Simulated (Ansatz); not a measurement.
## NaBH4 (within 0.1 Å of P4₂/nmc, No. 137; cell taken from a computed entry)

All values below come from r²SCAN+rVV10 (Ansatz, a quantum-chemistry and plane-wave program, PAW).

Run with plane-wave cutoff 500 eV, 10×10×8 k mesh (along the axes of the cell as run), Fermi–Dirac smearing 0.05 eV, scalar-relativistic PAW data made under PBE.

Cell (relaxed at this level):

```yaml
crystal:
  lattice:
    - [4.26081, 0.00000, 0.00000]
    - [0.00000, 4.26081, 0.00000]
    - [0.00000, 0.00000, 5.76548]
  atoms:
    - { symbol: Na, position: [0.50000, 0.50000, 0.50000] }
    - { symbol: Na, position: [0.00000, 0.00000, 0.00000] }
    - { symbol: B, position: [0.50000, 0.50000, 0.00000] }
    - { symbol: B, position: [0.00000, 0.00000, 0.50000] }
    - { symbol: H, position: [0.99977, 0.23446, 0.37868] }
    - { symbol: H, position: [0.23446, 0.00023, 0.62132] }
    - { symbol: H, position: [0.00023, 0.76554, 0.37868] }
    - { symbol: H, position: [0.76554, 0.99977, 0.62132] }
    - { symbol: H, position: [0.49977, 0.26554, 0.12132] }
    - { symbol: H, position: [0.73446, 0.49977, 0.87868] }
    - { symbol: H, position: [0.50023, 0.73446, 0.12132] }
    - { symbol: H, position: [0.26554, 0.50023, 0.87868] }
```

```json
{
 "band_gap": "6.74 eV (on the SCF k mesh)"
}
```

Computed values are for the static lattice.
